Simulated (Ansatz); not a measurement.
RuAs (model structure, started from the NbAs type, I4₁md, No. 109, 4 atoms in the cell), treated with LDA (PAW; Ansatz, an electronic-structure program).

Run with plane-wave cutoff 520 eV, 24×24×24 k mesh, Fermi–Dirac smearing 0.05 eV, no spin polarisation, scalar-relativistic PAW data made under PBE.

Cell (relaxed at this level):

```
RuAs
1.0
   -1.68251     1.68251     5.18228
    1.68251    -1.68251     5.18228
    1.68251     1.68251    -5.18228
Ru As
2 2
Direct
  0.49867   0.49867   0.00000
  0.24867   0.74867   0.50000
  0.91733   0.91733   0.00000
  0.66733   0.16733   0.50000
```

Question: Predict the bulk modulus B0.

Answer: 
bulk modulus B0: 210 GPa

Note: the run has no spin polarisation, so it can have missed a magnetic state; the bulk modulus is −V dP/dV from two relaxed cells at ±2 % in volume; the relaxation could raise the start's symmetry but not lower it, so the cell can be a saddle point.

A model structure was made by putting elements into a prototype or built by hand; it is no filed structure, need not be a known phase, and can be a saddle point held by its symmetry.
